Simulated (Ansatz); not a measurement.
Hf2Cu (I4/mmm, No. 139)

Level of theory: PBEsol (Ansatz, an electronic-structure program, plane waves, PAW).

Settings: plane-wave cutoff 500 eV, 24×24×24 k mesh, Fermi–Dirac smearing 0.1 eV, no spin polarisation, scalar-relativistic PAW data made under PBE.

Cell: relaxed at this level.

```json
{
  "equilibrium_volume_per_atom": "18.08 Å³/atom",
  "equilibrium_lattice_constant_a": "3.140 Å",
  "lattice_parameter_c": "11.004 Å",
  "band_gap": "none"
}
```

Spin–orbit coupling is not included.

Static lattice: no zero-point or thermal effects.

The result took around 10 core-minutes (rough).
